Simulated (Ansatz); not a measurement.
Consider the following.

```xyz
1
Lattice="-1.5398 1.5398 1.5398 1.5398 -1.5398 1.5398 1.5398 1.5398 -1.5398" Properties=species:S:1:pos:R:3 pbc="T T T"
Mo     0.0000     0.0000     0.0000
```

Computed with PBEsol with spin-orbit coupling, rigid bands (plane waves, PAW; Ansatz, a program for electronic structure). Condition of this run: hydrostatic pressure 15 GPa with spin-orbit coupling (the target of the relaxation). How the cell was made: cell and atoms relaxed with PBEsol, then loaded as said.

Q: For narrow interconnects the product ρ₀λ of bulk resistivity and mean free path ranks metals, the lower the better. What is it here?

A: 5.6 ×10⁻¹⁶ Ω·m².

Q: And the Drude plasma energy and the root-mean-square Fermi velocity at 300 K?

A: 9.3 eV; 9.2e5 m/s.

A metal at this level (no band gap); rigid bands, thermally averaged at 300 K, both spins. τ is one relaxation time for all states; the product of resistivity and mean free path takes one path for all states instead.
